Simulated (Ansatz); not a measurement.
# Effect of uniaxial strain ε_zz = +0.84 % on Cu3N

The reference is Cu3N (space group Pm-3m, No. 221; a = 3.7648 Å). Axes: x, y, z lie along the cube axes.

Modification: uniaxial strain ε_zz = +0.84 %, all other strain components held at zero, atoms relaxed at fixed cell.

Calculations: PBEsol (Ansatz, a first-principles code), no spin-orbit coupling, earlier PAW set. Settings: 12×12×12 k-points, 0.05 eV Fermi–Dirac smearing.

```csv
quantity,base,changed,shift
volume per atom,13.34 Å³,13.45 Å³,+0.11 Å³
space group,Pm-3m (No. 221),P4/mmm (No. 123),–
shortest interatomic distance,1.882 Å,1.882 Å,0.000 Å
energy relative to the base (free energy F),0 meV/atom,+0.8 meV/atom,+0.8 meV/atom
"pressure (mean of the normal stresses, compression positive)",0.0 GPa,-1.1 GPa,-1.1 GPa
band gap,zero,zero,–
"valley order (the lowest conduction-band minima on the path, energy above the VBM, named in the base's zone)",M along ⟨110⟩ 0.02 eV; Γ 1.09 eV,M along [011] 0.04 eV; M along [110] 0.05 eV; Γ 1.07 eV,–
"stress (xx, yy, zz, yz, xz, xy; compression positive) (rough)",–,"(-0.5, -0.5, -2.2, 0.0, 0.0, 0.0) GPa",–
```

Final structure:

```
CELL_PARAMETERS angstrom
      3.76478     0.00000     0.00000
      0.00000     3.76478     0.00000
      0.00000     0.00000     3.79640
ATOMIC_POSITIONS crystal
  N  0.00000 0.00000 0.00000
  Cu 0.50000 0.00000 0.00000
  Cu 0.00000 0.00000 0.50000
  Cu 0.00000 0.50000 0.00000
```

Without a gap, meshes like the base's 12×12×12 leave anisotropic stresses uncertain by several tenths of a GPa, and small strain energies with them. Stability against distortions was not tested. The final runs are not spin-polarised. Gaps under 0.05 eV, about the width of the smearing, are given as zero. The zero or small gap of Cu3N can change with the level of theory.
